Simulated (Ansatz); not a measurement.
Results of r²SCAN+rVV10 (plane waves, PAW; Ansatz, a first-principles code) for C11b MoSi2.

Numerical settings: plane-wave cutoff 560 eV, 24×24×24 k mesh, Fermi–Dirac smearing 0.05 eV, no spin polarisation, scalar-relativistic PAW data made under PBE.

Computed points:

```json
[
 {"V (Å³/atom)": "12.767", "E − E_lowest (meV/atom)": "15.77", "P (GPa)": "9.86"},
 {"V (Å³/atom)": "13.033", "E − E_lowest (meV/atom)": "3.80", "P (GPa)": "4.66"},
 {"V (Å³/atom)": "13.299", "E − E_lowest (meV/atom)": "0.00", "P (GPa)": "0.00"},
 {"V (Å³/atom)": "13.565", "E − E_lowest (meV/atom)": "3.54", "P (GPa)": "-4.19"},
 {"V (Å³/atom)": "13.831", "E − E_lowest (meV/atom)": "13.65", "P (GPa)": "-7.94"}
]
```

Task: Estimate the bulk modulus from the pressures at 13.033 and 13.565 Å³/atom, and compare it with a fit to all energies.

Result: B = −V dP/dV. Between V = 13.033 and 13.565 Å³/atom, dP/dV = (-4.19 − (4.66))/(13.565 − 13.033) = -16.6 GPa per Å³/atom; at the midpoint 13.299 Å³/atom this gives B ≈ 221 GPa. The third-order Birch–Murnaghan fit gives V0 = 13.299 Å³/atom, B0 = 221 GPa, B′ = 4.4, which lies within 1 % of that estimate.

Shape and atoms are relaxed at each volume.

Measured, for comparison: bulk modulus 222 ± 2 GPa (room temperature, no zero-point or thermal correction, B' = 4; as tabulated in Structural stability of MoSi2 and Mo5Si3 under high pressure, Chin. Phys. B 26 …). Computed (rounded) less measured: bulk modulus -0.5 % (inside the measured uncertainty).

Note: the bulk modulus comes from volumes at which shape and atoms were relaxed.

Static lattice: no zero-point or thermal effects.
